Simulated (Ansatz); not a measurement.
**Convergence study of the plane-wave cutoff for MnRh (P4mm, 2 atoms in the cell)**

```yaml
crystal:
  lattice:
    - [3.03657, 0.00000, 0.00000]
    - [0.00000, 3.03657, 0.00000]
    - [0.00000, 0.00000, 3.03657]
  atoms:
    - { symbol: Mn, position: [0.00000, 0.00000, 0.01647], spin: 4.0 }
    - { symbol: Rh, position: [0.50000, 0.50000, 0.50000], spin: 1.0 }
```
(The spins are starting values, not results.)

Method: PBEsol, default PAW files made with PBE (plane waves; Ansatz, a first-principles code).

Base settings: basis.ecutwfc = 30.9 Ry; kpoints.mp_grid.grid = 9 9 9; hamiltonian.xc = pbesol; hamiltonian.pseudopotentials = {kind: paw} (the program's default PAW files); magnetization.spin_polarized = true; scf.occupations.method = gaussian; scf.occupations.width = 0.0073 Ry.

The second cell is the first with its lattice scaled by 0.98.

The mesh stays at the base's, so the ladder's end is converged at best in this setting alone.

The first pressure column holds Ansatz's estimate of the finite-basis (Pulay) stress, which hides part of the cutoff error; the other is without it.

Only quantities that move along the ladder and can be compared are tabulated.

The magnetic state is not the same in all runs (site moments differ, or a search went on to a lower state), so steps between rows are not convergence errors alone.

The count of work is k-points × plane waves × bands × iterations; it is no time. 

The starting cell comes from a database of computed structures (which also holds hypothetical and non-ambient phases and stackings), without a prior relaxation at this level. Its lattice was rescaled by up to half a per cent. One atom was moved a little off its site on purpose. The magnetic order is the one reached from the typed start; others were not searched systematically. In the base run, with a pressure of about -9 GPa the cell is away from its equilibrium volume at this level.

Steps (basis.ecutwfc): 10.7 Ry; 12.5 Ry; 14 Ry; 15.4 Ry; 16.9 Ry; 18.4 Ry; 21.7 Ry; 24.6 Ry; 27.9 Ry; 30.9 Ry; 33.8 Ry; 37.1 Ry; 41.5 Ry; 46.3 Ry; 54 Ry; 61.7 Ry; 74.2 Ry.

Problem. What is the coarsest basis.ecutwfc that holds the free energy within 5 meV/atom of the last step, with all finer ones?

Solution. 27.9 Ry, at 0.23 of the last step's count of work; the step before is off by 30 meV/atom.

Problem. What is the coarsest basis.ecutwfc that holds the energy of the compressed cell less the first within 2 meV/atom of the last step, with all finer ones?

Solution. 24.6 Ry, at 0.19 of the last step's count of work; the step before is off by 4.3 meV/atom.

Problem. What is the coarsest basis.ecutwfc that holds the forces within 0.02 eV/Å of the last step, with all finer ones?

Solution. 24.6 Ry, at 0.19 of the last step's count of work; the step before is off by 0.027 eV/Å.

```csv
basis.ecutwfc,free energy less the last step's (meV/atom),energy of the compressed cell less the first (meV/atom),pressure (GPa),pressure without the Pulay estimate (GPa),largest difference of a force vector from the last step's (eV/Å),count of work / last
10.7 Ry,58594.09,-1638.41,-197.22,-2150.13,0.318,0.067
12.5 Ry,27616.71,-1066.24,-51.44,-1207.27,0.975,0.087
14 Ry,13775.07,77.57,8.05,-684.87,0.553,0.093
15.4 Ry,7089.29,-16.12,3.25,-402.40,0.206,0.089
16.9 Ry,3283.75,88.81,-0.37,-220.49,0.010,0.11
18.4 Ry,1459.04,28.23,-2.10,-116.99,0.031,0.13
21.7 Ry,205.57,-13.55,-8.77,-29.86,0.027,0.17
24.6 Ry,30.39,-17.16,-8.71,-12.73,0.003,0.19
27.9 Ry,4.24,-17.59,-8.85,-9.17,0.001,0.23
30.9 Ry,2.47,-17.70,-8.87,-8.94,0.000,0.26
33.8 Ry,1.63,-17.76,-8.88,-8.95,0.000,0.31
37.1 Ry,0.95,-17.79,-8.89,-8.93,0.000,0.37
41.5 Ry,0.59,-17.81,-8.89,-8.91,0.000,0.42
46.3 Ry,0.35,-17.82,-8.89,-8.91,0.000,0.51
54 Ry,0.12,-17.82,-8.89,-8.90,0.000,0.65
61.7 Ry,0.05,-17.82,-8.89,-8.89,0.000,0.77
74.2 Ry,0.00,-17.82,-8.89,-8.89,0.000,1.0
```

The energy difference between the two cells stays within 1 meV/atom of the last step's from 24.6 Ry on, the total only from 37.1 Ry on: much of the error is common to both cells and cancels.

At the lowest cutoff the pressure without the Pulay estimate lies 2140 GPa under the last step's, the usual sign of Pulay stress in an incomplete plane-wave basis.

Keys are those of Ansatz 0.2.
